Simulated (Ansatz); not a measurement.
Defect migration in alpha quartz: interstitial O, neutral cell. All values below come from PBE, PAW (plane waves to 420 eV; Ansatz, an electronic-structure program).

72-site cell at the relaxed PBE lattice, the Γ point alone, smearing 0.01 eV, spin-restricted, no finite-size correction. No zero-point or tunnelling terms. The charge state is imposed; whether it is stable for some Fermi level was not computed. Sites that were not tried may lie lower.

Barriers: single points on a 2×2×2 k-point mesh shifted by half a step along c at the bands' geometries.

Relaxed starting cell (atoms counted from 1):

```
CELL_PARAMETERS angstrom
     10.04225     0.00000     0.00000
     -5.02113     8.69685     0.00000
      0.00000     0.00000    11.01902
ATOMIC_POSITIONS crystal
  Si 0.98743 0.24587 0.18592
  Si 0.00109 0.23615 0.66623
  Si 0.99842 0.74020 0.16681
  Si 0.99467 0.73458 0.66611
  Si 0.50159 0.23840 0.16352
  Si 0.50196 0.23339 0.66459
  Si 0.48881 0.73055 0.16759
  Si 0.49796 0.73953 0.66789
  Si 0.27718 0.25692 0.97722
  Si 0.26372 0.26273 0.50122
  Si 0.26009 0.76249 0.99809
  Si 0.26194 0.76734 0.50228
  Si 0.76591 0.26175 0.00233
  Si 0.76480 0.26050 0.49873
  Si 0.75246 0.75353 0.00163
  Si 0.75660 0.75741 0.50000
  Si 0.23812 0.00290 0.33221
  Si 0.24865 0.99544 0.81796
  Si 0.23075 0.49989 0.33872
  Si 0.23584 0.49847 0.83348
  Si 0.72424 0.99138 0.33621
  Si 0.73963 0.99808 0.83412
  Si 0.73815 0.49809 0.33193
  Si 0.73303 0.49319 0.83495
  O  0.14667 0.23896 0.16077
  O  0.13128 0.20672 0.60514
  O  0.12647 0.71239 0.09982
  O  0.12306 0.70523 0.60141
  O  0.63183 0.20601 0.10515
  O  0.64051 0.21718 0.60618
  O  0.61790 0.70085 0.10398
  O  0.62230 0.70488 0.60189
  O  0.29134 0.42105 0.43739
  O  0.29056 0.41813 0.93592
  O  0.29283 0.92472 0.43607
  O  0.29535 0.92111 0.93002
  O  0.79411 0.41623 0.43093
  O  0.79499 0.41877 0.93633
  O  0.78786 0.91521 0.43400
  O  0.78750 0.91165 0.93472
  O  0.37128 0.08182 0.22854
  O  0.38011 0.06005 0.71262
  O  0.35473 0.57139 0.22771
  O  0.37059 0.58039 0.73184
  O  0.85346 0.07892 0.23150
  O  0.87371 0.07776 0.73142
  O  0.87473 0.58064 0.23218
  O  0.86526 0.57715 0.73108
  O  0.42905 0.29241 0.05439
  O  0.42311 0.29243 0.56456
  O  0.41754 0.79296 0.06413
  O  0.41939 0.79799 0.56806
  O  0.92644 0.29743 0.06842
  O  0.92420 0.28805 0.55929
  O  0.91115 0.78690 0.06623
  O  0.91553 0.79076 0.56490
  O  0.20769 0.12937 0.39862
  O  0.24452 0.14802 0.86003
  O  0.21175 0.63536 0.40004
  O  0.20389 0.62508 0.89839
  O  0.69414 0.11790 0.40300
  O  0.71348 0.12739 0.90092
  O  0.70372 0.62179 0.39926
  O  0.69761 0.61715 0.90075
  O  0.05707 0.37680 0.29108
  O  0.07753 0.37170 0.76814
  O  0.07879 0.87488 0.26873
  O  0.08026 0.87002 0.76684
  O  0.57970 0.37409 0.26489
  O  0.57345 0.36011 0.77404
  O  0.56613 0.86001 0.27420
  O  0.57963 0.87380 0.76966
  O  0.11711 0.13978 0.05296
```

End state 1 differs by these moves (Å; atoms that move under 0.08 Å are left out):

```tsv
atom	element	Δx	Δy	Δz
4	Si	0.02	-0.09	-0.01
9	Si	-0.31	0.18	0.51
21	Si	0.08	0.03	-0.01
25	O	-0.02	0.05	-0.22
28	O	0.00	-0.09	-0.04
34	O	-0.04	0.10	0.12
45	O	0.16	0.02	0.03
48	O	0.00	-0.09	-0.05
49	O	-0.10	-0.01	0.12
54	O	-0.02	0.05	0.06
58	O	-0.05	-0.01	-0.22
61	O	0.08	0.05	-0.04
68	O	0.07	-0.14	0.03
71	O	0.08	0.05	-0.05
73	O	0.34	-0.19	-1.16
```

**Question.** Predict the forward and backward barriers to end state 1 from PBE, PAW.

**Answer.** forward 1.18 eV, backward 1.18 eV; at the saddle point atom 73 has neighbours 2 O at 1.95; Si at 1.62 Å. The saddle point's order was not checked, and it lies on a symmetry element of the cell, where a band can be held.
